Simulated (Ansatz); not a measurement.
A computed series for BaTiO3: pressure series

Take BaTiO$_{3}$ in the cubic perovskite structure (space group Pm-3m, No. 221; a = 3.935 Å) as the base.

Cell and atoms are relaxed at each pressure.

All numbers come from Kohn–Sham DFT with the LDA functional, run in Ansatz (a program for electronic structure) with PAW and 420 eV plane waves, no spin-orbit coupling.

Notes on the quantities. enthalpy: H = E + PV relative to the base's energy.

```json
[
 {"variant": "base", "lattice parameter a": "3.935 Å", "band gap": "1.83 eV", "enthalpy": "–"},
 {"variant": "pressure −2 GPa", "lattice parameter a": "3.948 Å", "band gap": "1.81 eV", "enthalpy": "-0.15 eV/atom"},
 {"variant": "pressure −1 GPa", "lattice parameter a": "[?]", "band gap": "[?]", "enthalpy": "-0.08 eV/atom"},
 {"variant": "pressure 0.3 GPa", "lattice parameter a": "3.933 Å", "band gap": "1.83 eV", "enthalpy": "+0.02 eV/atom"},
 {"variant": "pressure 0.7 GPa", "lattice parameter a": "3.930 Å", "band gap": "1.84 eV", "enthalpy": "+0.05 eV/atom"},
 {"variant": "pressure 1.5 GPa", "lattice parameter a": "3.925 Å", "band gap": "1.84 eV", "enthalpy": "+0.11 eV/atom"},
 {"variant": "pressure 5 GPa", "lattice parameter a": "3.903 Å", "band gap": "1.87 eV", "enthalpy": "+0.38 eV/atom"},
 {"variant": "pressure 7.5 GPa", "lattice parameter a": "3.888 Å", "band gap": "1.89 eV", "enthalpy": "+0.56 eV/atom"},
 {"variant": "pressure 10 GPa", "lattice parameter a": "3.874 Å", "band gap": "1.89 eV", "enthalpy": "+0.74 eV/atom"}
]
```

Q: What belongs in the blanks?

A: 
- pressure −1 GPa, lattice parameter a: 3.941 Å
- pressure −1 GPa, band gap: 1.82 eV

Load acts through the strain it causes; cell and atoms are relaxed under it. No phonon test of stability was made. No other phases were tried under pressure. All final runs are without spin polarisation. Many cubic perovskites are stable only at high temperature; tilts and polar distortions were not tested. This is not the structure that BaTiO3 has at room temperature and ambient pressure.
